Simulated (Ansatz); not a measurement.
Consider Fe in the bcc (W type) structure (space group Im-3m, No. 229; a = 2.865 Å; ferromagnetic).

All numbers come from plane-wave PAW DFT at the r2SCAN level (Ansatz, a program for electronic structure, 500 eV), no spin-orbit coupling.

Before the change:

```
Item                   Value
-------------------  -------
Lattice parameter a  2.865 Å
```

Now apply this change: full substitution Fe → Te, then cell and atoms are relaxed.

Tabulated Pauling electronegativity and covalent radius: Fe 1.83, 1.32 Å; Te 2.10, 1.38 Å.

Q: Estimate the effect on the lattice parameter a.

A: The lattice parameter a goes up by 0.983 Å, from 2.865 Å to 3.848 Å.

Other magnetic orders, which the real material may have, were not ruled out. Stability against distortions was not tested. As relaxed here, Te is a hypothetical phase, not in the database extracts checked.
